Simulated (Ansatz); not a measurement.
Base system: MgS in the rock salt structure (space group Fm-3m, No. 225).

```yaml
crystal:
  lattice:
    - [0.00000, 2.61484, 2.61484]
    - [2.61484, 0.00000, 2.61484]
    - [2.61484, 2.61484, 0.00000]
  atoms:
    - { symbol: Mg, position: [0.00000, 0.00000, 0.00000] }
    - { symbol: S, position: [0.50000, 0.50000, 0.50000] }
```

Cartesian axes are those of the cell as printed.

The values are results of DFT with PBE, PAW potentials and a 420 eV plane-wave cutoff in Ansatz (an electronic-structure program), scalar-relativistic without spin-orbit coupling, not measurements.

Perturbation: the cell is scaled by 1.0150 in all directions, atoms relaxed at fixed cell.

Q: Predict the stress tensor and what it implies for the stiffness.

A: Stress of the strained cell less that of the base (GPa, compression positive):
```
  -3.02    0.00    0.00
   0.00   -3.02    0.00
   0.00    0.00   -3.02
```

Then B = −ΔP/(ΔV/V₀) with ΔV/V₀ = 0.0457 gives secant stiffness values (nonlinear terms included at this strain): B ≈ 66 GPa.

As a check, the harmonic strain energy −½ V₀ Δσ:ε is 7.6 meV/atom; the computed energy rise is 8.0 meV/atom.

No phonon test of stability was made.
